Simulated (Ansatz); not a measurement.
We consider Te₃As₂ (model structure, started from the Bi2Te3 type, R-3m, No. 166, 5 atoms in the cell), described by PBEsol (Ansatz, a first-principles code, PAW).

Settings: plane-wave cutoff 500 eV, 12×12×12 k mesh, Fermi–Dirac smearing 0.05 eV, scalar-relativistic PAW data made under PBE.

Cell (relaxed at this level):

Space group R-3m, hexagonal axes (No. 166); a = b = 4.045 Å, c = 28.587 Å, α = β = 90.00°, γ = 120.00°

```
atom  site  symmetry       x       y       z
----  ----  --------  ------  ------  ------
As      6c        3m  0.0000  0.0000  0.3969
Te      3a       -3m  0.0000  0.0000  0.0000
Te      6c        3m  0.0000  0.0000  0.2141
```
(The calculation used a cell of 5 atoms; values per cell refer to that cell.)

What does this level give for the band gap?


* **band gap**: 0.11 eV (under three smearing widths, so not firm)

Note: the relaxation could raise the start's symmetry but not lower it, so the cell can be a saddle point.

Spin–orbit coupling is not included; with these elements it can move the gap by several tenths of an eV or more.

The computed numbers hold no vibrational or temperature effects.

It cost roughly 6 core-minutes of CPU time.

A model structure was made by putting elements into a prototype or built by hand; it is no filed structure, need not be a known phase, and can be a saddle point held by its symmetry.
